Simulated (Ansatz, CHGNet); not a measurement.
For NbN (model structure, started from the NbAs type, I4₁md, No. 109, 4 atoms in the cell), the machine-learned potential CHGNet 0.3.0 (trained on PBE and PBE+U data) gives:

| Quantity | Result |
|---|---|
| lattice constant a | 2.913 Å |
| lattice parameter c | 10.436 Å |

### Question
What does PBEsol (Ansatz, an electronic-structure program, PAW) give for the same quantities?

### Answer

- lattice constant a: 2.886 Å (shrinks by 0.9 %)
- lattice parameter c: 10.242 Å (drops by 1.9 %)

Changes are worked out from the printed values.

Unless a cell is named, each level is at its own relaxed cell (CHGNet 0.3.0 11.07, PBEsol 10.66 Å³/atom).

The crystal itself was run without spin with PBEsol; a magnetic state was not tried in these runs.

Caveats: the cell moved over 20 % in volume from its start (CHGNet 0.3.0). Ansatz's density-functional and Hartree–Fock values are scalar-relativistic unless marked +SOC, with PAW data made under PBE.

A model structure was made by putting elements into a prototype or built by hand; it is no filed structure, need not be a known phase, and can be a saddle point held by its symmetry.
